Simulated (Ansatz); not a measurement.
**LiH (model structure, within 0.1 Å of P6₃/mmc, No. 194, 4 atoms in the cell)**

Method: PBEsol in Ansatz (PAW).

Numerical settings: plane-wave cutoff 520 eV, 12×12×8 k mesh (along the axes of the cell as run), Fermi–Dirac smearing 0.01 eV, scalar-relativistic PAW data made under PBE.

Cell (relaxed with PBEsol):

```cif
data_H2Li2
_chemical_formula_sum 'Li2 H2'
_space_group_name_H-M_alt 'P 1'
_space_group_IT_number 1
_cell_length_a 3.23329
_cell_length_b 3.23329
_cell_length_c 4.04368
_cell_angle_alpha 90.000
_cell_angle_beta 90.000
_cell_angle_gamma 120.000
loop_
_space_group_symop_operation_xyz
  'x, y, z'
loop_
_atom_site_label
_atom_site_type_symbol
_atom_site_fract_x
_atom_site_fract_y
_atom_site_fract_z
_atom_site_occupancy
Li1 Li 0.66667 0.33333 0.06248 1
Li2 Li 0.33333 0.66667 0.56248 1
H1 H 0.66667 0.33333 0.56272 1
H2 H 0.33333 0.66667 0.06272 1
```

```json
{
 "band_gap": "1.52 eV (indirect)",
 "smallest_direct_gap_on_the_k_points_sampled": "2.81 eV"
}
```

The computed numbers hold no vibrational or temperature effects.

Computing time: very roughly 6 core-seconds.

A model structure was made by putting elements into a prototype or built by hand; it is no filed structure, need not be a known phase, and can be a saddle point held by its symmetry.

Ansatz is an electronic-structure program.
